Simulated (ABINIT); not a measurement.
Input and output of a self-consistent single point for Ta (Im-3m, 1 atom in the cell) (ABINIT).

Method of the run: PBE, norm-conserving pseudopotentials (PseudoDojo nc-sr-05 PBE standard) (plane waves; ABINIT).

```yaml
crystal:
  lattice:
    - [-1.65825, 1.65825, 1.65825]
    - [1.65825, -1.65825, 1.65825]
    - [1.65825, 1.65825, -1.65825]
  atoms:
    - { symbol: Ta, position: [0.00000, 0.00000, 0.00000] }
```

Reference input (self-consistent single point, DFT, PBE, plane waves, norm-conserving pseudopotentials (PseudoDojo nc-sr-05 PBE standard)): pseudos = [Ta.upf]; ecut = 29 Ha; occopt = 7; tsmear = 0.00367493 Ha; ngkpt = 10 10 10; nshiftk = 1; shiftk = 0 0 0; potentials = PseudoDojo nc-sr-05 PBE standard; nband = 12; kptopt = 1; nstep = 80; tolvrs = 1e-10. This run's input differs from it in these lines:

```diff
@@ -18,3 +18,3 @@
 kptopt 1
-ngkpt 10 10 10
+ngkpt 13 13 13
 nshiftk 1
```

The program printed (abridged):

```
--- !BeginCycle
solver: {iscf: 7, nstep: 80, nline: 4, wfoptalg: 0, }
tolerances: {tolvrs: 1.00E-10, }
...

     iter   Etot(hartree)      deltaE(h)  residm     vres2
 ETOT  1  -65.084692935761    -6.508E+01 1.785E-01 1.968E+01
 ETOT  2  -65.103427040667    -1.873E-02 1.396E-02 1.475E+00
 ETOT  3  -65.103721701195    -2.947E-04 9.024E-03 1.781E-03
 ETOT  4  -65.103722305502    -6.043E-07 5.967E-03 1.600E-05
 ETOT  5  -65.103722308787    -3.286E-09 6.116E-04 8.851E-08
 ETOT  6  -65.103722308802    -1.428E-11 3.894E-04 3.607E-11
 At SCF step    6       vres2   =  3.61E-11 < tolvrs=  1.00E-10 =>converged.

 Cartesian components of stress tensor (hartree/bohr^3)
  sigma(1 1)= -3.43508353E-05  sigma(3 2)=  0.00000000E+00
  sigma(2 2)= -3.43508353E-05  sigma(3 1)=  0.00000000E+00
  sigma(3 3)= -3.43508353E-05  sigma(2 1)=  0.00000000E+00

 ----iterations are completed or convergence reached----

 reduced coordinates (array xred) for    1 atoms
       0.000000000000      0.000000000000      0.000000000000
 cartesian forces (eV/Angstrom) at end:
    1     -0.00000000000000    -0.00000000000000    -0.00000000000000
 frms,max,avg= 0.0000000E+00 0.0000000E+00   0.000E+00  0.000E+00  0.000E+00 e/A
 length scales=  1.000000000000  1.000000000000  1.000000000000 bohr
              =  0.529177208590  0.529177208590  0.529177208590 angstroms
   [... lines left out ...]
 Fermi (or HOMO) energy (eV) =  13.36630   Average Vxc (eV)= -13.02860
   [... lines left out ...]
total_energy        : -6.51037223088016E+01
total_energy_eV     : -1.77156237845965E+03
band_energy         : -6.32168612517637E+00
...

-Cartesian components of stress tensor (GPa)         [Pressure=  1.0106E+00 GPa]
- sigma(1 1)= -1.01063630E+00  sigma(3 2)=  0.00000000E+00
- sigma(2 2)= -1.01063630E+00  sigma(3 1)=  0.00000000E+00
- sigma(3 3)= -1.01063630E+00  sigma(2 1)=  0.00000000E+00

 Calculation completed.
```

The run converged in 6 iterations. Against the reference run the free energy is nearly the same (within 1 meV/atom) and the pressure goes from 1.89 to 1.01 GPa.

The starting cell has typed, rounded lattice constants, without a prior relaxation at this level. Its lattice was rescaled by up to half a per cent. Spin polarisation is off.

Cost on one core of a shared machine: roughly 40 s.
